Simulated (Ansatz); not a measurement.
A relaxed cell of amorphous Ta$_{18}$O$_{40}$ (7.34 g/cm³) is scaled in volume and its atoms relax again. These are PBE, scalar-relativistic without spin-orbit coupling (plane waves to 420 eV, PAW; Ansatz, an electronic-structure program) values and carry that method's errors. Sampling: the zone centre alone; Fermi-Dirac width 0.02 eV; no spin polarisation.

A CHGNet melt-quench gave the starting glass, which DFT then relaxed. O atoms were pushed apart under 1.9 Å during the dynamics, to hinder bonds among them. The hot cell started wider than the set density and was brought back towards it in steps. It is the lowest in DFT energy of 2 quenches. It is a model cell: composition and starting density were chosen by hand, and all elements were melted together. No dispersion term was used. Its density started from a set value of 7.41 and ended at 7.34 g/cm³. The quench (nominally 57 K/ps over its main leg) was far faster than any real one, so the model tends to hold more defects than a real film. A cell of this size samples the disorder only roughly. The volume was free in the relaxation, at fixed shape. Stress components on the final sampling reach 1.6 GPa. On a 2×2×2 Γ-centred mesh force components of up to 0.23 eV/Å stay, since the relaxation ran on the zone centre alone.

Cut-offs for bonds: Ta-Ta 3.12 Å, Ta-O 2.50 Å, O-O 1.58 Å. Two cations that share two anions don't count as bonded, nor two that share one unless they lie closer than Ta-Ta 3.04 Å.

Unscaled, the mean coordination (metal atoms count anions alone where O, N, F or Cl are present) is Ta 5.33, O 2.40.

Question: Give density, energy change, pressure and coordination after each scaling.

Answer: 
| volume change | density (g/cm3) | energy change (meV/atom) | pressure (GPa) | coordination Ta | coordination O |
|---|---|---|---|---|---|
| -3 % | 7.56 | +2 | 2.1 | 5.39 | 2.42 |
| +6 % | 6.92 | +10 | -3.3 | 5.28 | 2.38 |
